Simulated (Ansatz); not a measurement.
**A computed series for ZrC: response to strain**

The parent structure is ZrC in the rock salt structure (space group Fm-3m, No. 225; a = 4.669 Å; relaxed with 0.1 eV smearing). Axes: x, y, z lie along the cube axes.

Strains are applied to the cell and any free atomic positions relax; under biaxial strain the out-of-plane vector relaxes too.

All numbers come from plane-wave PAW DFT at the PBEsol level (Ansatz, a program for electronic structure, 420 eV), no spin-orbit coupling.

```json
[
 {"biaxial strain, plane normal [111], relaxed out of plane (%)": "0", "out-of-plane strain (%)": "0.00"},
 {"biaxial strain, plane normal [111], relaxed out of plane (%)": "0.42", "out-of-plane strain (%)": "-0.25"},
 {"biaxial strain, plane normal [111], relaxed out of plane (%)": "0.83", "out-of-plane strain (%)": "-0.49"},
 {"biaxial strain, plane normal [111], relaxed out of plane (%)": "1.25", "out-of-plane strain (%)": "-0.74"},
 {"biaxial strain, plane normal [111], relaxed out of plane (%)": "1.67", "out-of-plane strain (%)": "?"},
 {"biaxial strain, plane normal [111], relaxed out of plane (%)": "2.08", "out-of-plane strain (%)": "-1.23"},
 {"biaxial strain, plane normal [111], relaxed out of plane (%)": "2.5", "out-of-plane strain (%)": "-1.49"}
]
```

Task: Fit ε⊥ = −νε + γε² (strains in %) to the rows shown and predict the withheld row.

Result: Least squares on the printed values gives ν = 0.59 (the biaxial Poisson response) and γ = -0.003 (largest residual 0.00 %); this predicts -0.99 %, and the run gives -0.99 %, in agreement.

Stability against distortions was not tested. All final runs are without spin polarisation.
